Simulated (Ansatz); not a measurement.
System: AlCl3 (C2/m, No. 12). Method: LDA (plane waves, PAW; Ansatz, a quantum-chemistry and plane-wave program).

Settings: plane-wave cutoff 500 eV, 8×8×8 k mesh, gaussian smearing 0.02 eV, scalar-relativistic PAW data made under PBE.

Computed at the level's own relaxed cell.

Question: What does this level give for the volume per atom and band gap?

Answer: 
- volume per atom: 20.99 Å³/atom
- band gap: 4.91 eV (on the SCF k mesh)

Static lattice: no zero-point or thermal effects.
